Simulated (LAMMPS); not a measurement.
Size effects in liquid W (bcc) at 4060 K and zero pressure.

Computed with classical MD, pair style meam, file library.meam (library.meam-W) (LAMMPS).

```json
[
 {"atoms": "54", "volume": "20.11 ± 0.03 Å³/atom", "first peak of g(r)": "2.63 Å, height 2.7", "D(W)": "(2.9 ± 0.4) × 10^-5 cm²/s", "rough cost (core-seconds per simulated ps)": "0.16"},
 {"atoms": "250", "volume": "20.05 ± 0.02 Å³/atom", "first peak of g(r)": "2.68 Å, height 2.5", "D(W)": "(3.2 ± 0.2) × 10^-5 cm²/s", "rough cost (core-seconds per simulated ps)": "1.0"},
 {"atoms": "1024", "volume": "20.05 ± 0.02 Å³/atom", "first peak of g(r)": "2.66 Å, height 2.4", "D(W)": "(3.34 ± 0.06) × 10^-5 cm²/s", "rough cost (core-seconds per simulated ps)": "3"}
]
```

Periodic images slow diffusion in small cells, by a term that falls as 1/L. Costs are rough.

Caution: the potential MEAM library.meam-W is a first-neighbour MEAM set with a 4 Å cutoff, used here without a parameter file and away from the static properties it was fitted to.

Caution: a run this short can hold a crystal over, or a liquid under, the potential's own melting point, which these runs don't give.

Errors of D are the spread over four groups of atoms in one short run; a floor of about 5 %, a picked value, is safer.

Errors shown are sampling errors alone.
